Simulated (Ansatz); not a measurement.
Results of PBE-D3(BJ) (PAW; Ansatz, a first-principles code) for stishovite (SiO2).

Numerical settings: plane-wave cutoff 520 eV, 8×8×12 k mesh (along the axes of the cell as run), Fermi–Dirac smearing 0.01 eV, scalar-relativistic PAW data made under PBE.

Computed at the level's own relaxed cell.

```
O2Si
1.0
    4.20439     0.00000     0.00000
    0.00000     4.20439     0.00000
    0.00000     0.00000     2.68240
Si O
2 4
Direct
  0.00000   0.00000   0.00000
  0.50000   0.50000   0.50000
  0.30614   0.30614   0.00000
  0.80614   0.19386   0.50000
  0.19386   0.80614   0.50000
  0.69386   0.69386   0.00000
```

Problem. List the 20 lowest band energies at Γ above −25 eV (eV, relative to the valence band maximum), grouping those that round alike.

Solution. At Γ: -22.37, -18.84 (×2), -18.61, -10.76, -6.32 (×2), -6.09, -5.31, -5.01, -3.08 (×2), -2.49, -0.87 (×2), 0.00, 5.30, 6.66, 8.39 (×2).
